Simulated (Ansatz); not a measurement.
**Si, response to strain**

Take Si in the diamond structure (space group Fd-3m, No. 227) as the base.

```yaml
crystal:
  lattice:
    - [0.00000, 2.71688, 2.71688]
    - [2.71688, 0.00000, 2.71688]
    - [2.71688, 2.71688, 0.00000]
  atoms:
    - { symbol: Si, position: [0.50000, 0.50000, 0.50000] }
    - { symbol: Si, position: [0.75000, 0.75000, 0.75000] }
```

Cartesian axes are those of the cell as printed.

Strains are applied to the cell and any free atomic positions relax; under biaxial strain the out-of-plane vector relaxes too; under stress the whole cell relaxes.

All numbers come from PBEsol (Ansatz, a quantum-chemistry and plane-wave program, PAW, no SOC).

```csv
variant,volume per atom,space group
base,20.05 Å³,Fd-3m (No. 227)
"biaxial strain +2.61 %, plane normal [001], relaxed out of plane",20.66 Å³,I4_1/amd (No. 141)
"biaxial strain +0.35 %, plane normal [110], relaxed out of plane",20.16 Å³,Imma (No. 74)
"biaxial strain +1.25 %, plane normal [110], relaxed out of plane",20.43 Å³,Imma (No. 74)
"biaxial strain +0.53 %, plane normal [111], relaxed out of plane",20.22 Å³,R-3m (No. 166)
"biaxial strain +0.82 %, plane normal [111], relaxed out of plane",20.31 Å³,R-3m (No. 166)
uniaxial strain ε_xx = −5.60 %,18.93 Å³,I4_1/amd (No. 141)
uniaxial strain ε_xx = −5.37 %,18.98 Å³,I4_1/amd (No. 141)
"uniaxial stress, 1 GPa compression along x",19.98 Å³,I4_1/amd (No. 141)
"uniaxial stress, 5 GPa tension along x",20.41 Å³,I4_1/amd (No. 141)
```

A biaxial case was relaxed in a doubled cell and then solved in the primitive one. Stability under load was not tested beyond the relaxation.
